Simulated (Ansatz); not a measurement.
Reference: CdS (P6_3mc), PBEsol, rigid bands (plane waves, PAW, scalar-relativistic; Ansatz, a program for electronic structure); geometry: cell and atoms relaxed with PBEsol.

CdS is modelled in the hexagonal space group P6₃mc (No. 186), the wurtzite structure, Pearson symbol hP4. Cell: a = b = 4.1243 Å, c = 6.7092 Å, α = β = 90.00°, γ = 120.00°. Cd on 2b has 4 S at 2.521–2.527 Å (tetrahedral). S on 2b has 4 Cd at 2.521–2.527 Å (tetrahedral). (Neighbours: up to the widest gap in distance over summed covalent radii, below 1.35, at either atom; cation-cation and far metal-metal contacts left out.)

The band gap is 1.09 eV. The electron conductivity mass comes out as 0.133 mₑ and the Seebeck coefficient, n-type 1e19 cm⁻³ is -81 μV/K.

Task: Replace S by Se on the same sites and relax. What happens?

Result: CdSe (P6_3mc): volume per atom 24.7 to 28.1 Å³; band gap falls (1.09 eV to 0.54 eV); electron conductivity mass falls (0.133 mₑ to 0.067 mₑ); Seebeck coefficient, n-type 1e19 cm⁻³ falls in size (-81 μV/K to -49 μV/K).

Moves up to 5 % count as about the same. Masses are for dilute carriers at 300 K, harmonic means over directions unless an axis is named. Seebeck coefficients are for the stated density at 300 K, with one relaxation time for all states and whether or not that doping can be reached. Spin-orbit coupling is left out.
